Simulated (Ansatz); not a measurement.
Ag: response to strain

Consider Ag in the fcc (Cu type) structure (space group Fm-3m, No. 225; a = 4.054 Å; relaxed with 0.1 eV smearing). Axes: x, y, z lie along the cube axes.

Strains are applied to the cell and any free atomic positions relax; under biaxial strain the out-of-plane vector relaxes too.

All numbers come from PBEsol (Ansatz, a first-principles code, PAW, no SOC).

Candidates:
(a) strain tensor (xx, yy, zz, yz, xz, xy) = (−0.45, +0.56, −1.12, −0.63, +0.49, +1.26) %
(b) biaxial strain +1.56 %, plane normal [110], relaxed out of plane
(c) uniaxial strain ε_zz = −4.96 %

Notes on the quantities. energy relative to the base: free energy F.

Question: Order them by energy relative to the base, highest first.

Answer: (c) uniaxial strain ε_zz = −4.96 % (+21 meV/atom), (b) biaxial strain +1.56 %, plane normal [110], relaxed out of plane (+4.6 meV/atom), (a) strain tensor (xx, yy, zz, yz, xz, xy) = (−0.45, +0.56, −1.12, −0.63, +0.49, +1.26) % (+3.5 meV/atom)

A biaxial case was relaxed in a doubled cell and then solved in the primitive one. Whether these cells are dynamically stable was not tested.
